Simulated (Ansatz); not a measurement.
# Convergence study of the k-point mesh for ScPd3 (P4mm, 4 atoms in the cell)

```xyz
4
Lattice="3.9995 0.0000 0.0000 0.0000 3.9995 0.0000 0.0000 0.0000 3.9995" Properties=species:S:1:pos:R:3 pbc="T T T"
Sc     0.0000     0.0000     0.0500
Pd     1.9998     1.9998     0.0000
Pd     0.0000     1.9998     1.9998
Pd     1.9998     0.0000     1.9998
```

Level of theory: PBEsol, default PAW files made with PBE (plane waves; Ansatz, a first-principles code).

Base settings: basis.ecutwfc = 420 eV; kpoints.mp_grid.grid = 8 8 8; hamiltonian.xc = pbesol; hamiltonian.pseudopotentials = {kind: paw} (the program's default PAW files); scf.occupations.method = gaussian; scf.occupations.width = 0.1 eV.

The second cell is the first with its lattice scaled by 0.98.

Only quantities that move along the ladder and can be compared are tabulated.

The count of work is k-points × plane waves × bands × iterations; it is no time. Core times come from one kind of shared machine, to one figure; runs under 30 s give none.

The starting cell comes from a database of computed structures (which also holds hypothetical and non-ambient phases and stackings), without a prior relaxation at this level. Its lattice was rescaled by up to half a per cent. One atom was moved a little off its site on purpose. Spin polarisation is off. In the base run, with a pressure of about -7 GPa the cell is away from its equilibrium volume at this level. Ansatz's pressure includes its estimate of the finite-basis (Pulay) stress.

Steps (kpoints.mp_grid.grid): 2 2 2; 3 3 3; 4 4 4; 5 5 5; 6 6 6; 7 7 7; 8 8 8; 9 9 9; 10 10 10; 11 11 11; 12 12 12; 15 15 15; 16 16 16; 18 18 18; 20 20 20; 22 22 22; 24 24 24; 27 27 27.

**Question.** What is the coarsest kpoints.mp_grid.grid that holds the forces within 0.01 eV/Å of the last step, with all finer ones?

**Answer.** 6 6 6, at 0.027 of the last step's count of work; the step before is off by 0.012 eV/Å.

**Question.** What is the coarsest kpoints.mp_grid.grid that holds the pressure within 0.1 GPa of the last step, with all finer ones?

**Answer.** 6 6 6, at 0.027 of the last step's count of work; the step before is off by 0.48 GPa.

**Question.** What is the coarsest kpoints.mp_grid.grid that holds the free energy within 0.5 meV/atom of the last step, with all finer ones?

**Answer.** 15 15 15, at 0.20 of the last step's count of work and about 0.2 of the last step's time; the step before is off by 0.73 meV/atom.

```tsv
kpoints.mp_grid.grid	free energy less the last step's (meV/atom)	energy of the compressed cell less the first (meV/atom)	pressure (GPa)	largest difference of a force vector from the last step's (eV/Å)	count of work / last	core time / last (rough)
2 2 2	2.17	-2.81	-5.15	0.039	0.0048	–
3 3 3	15.56	-9.82	-6.29	0.024	0.0048	–
4 4 4	-12.20	-10.63	-6.39	0.001	0.012	–
5 5 5	-7.94	-14.61	-6.95	0.012	0.014	–
6 6 6	8.31	-11.26	-6.44	0.008	0.027	–
7 7 7	-0.06	-11.10	-6.40	0.002	0.027	–
8 8 8	-2.06	-11.68	-6.51	0.000	0.051	–
9 9 9	1.37	-11.22	-6.44	0.003	0.051	–
10 10 10	0.10	-11.06	-6.40	0.001	0.086	–
11 11 11	-0.54	-11.93	-6.53	0.000	0.086	–
12 12 12	0.73	-11.49	-6.47	0.001	0.13	0.1
15 15 15	0.15	-11.52	-6.47	0.001	0.20	0.2
16 16 16	0.13	-11.48	-6.46	0.000	0.28	0.3
18 18 18	0.01	-11.52	-6.47	0.000	0.37	0.4
20 20 20	-0.04	-11.57	-6.48	0.000	0.49	0.5
22 22 22	0.02	-11.53	-6.47	0.000	0.64	0.6
24 24 24	-0.02	-11.54	-6.47	0.000	0.80	0.8
27 27 27	0.00	-11.54	-6.47	0.000	1.0	1
```

The energy difference between the two cells stays within 1 meV/atom of the last step's from 6 6 6 on, the total only from 10 10 10 on: much of the error is common to both cells and cancels.

Keys are those of Ansatz 0.2.
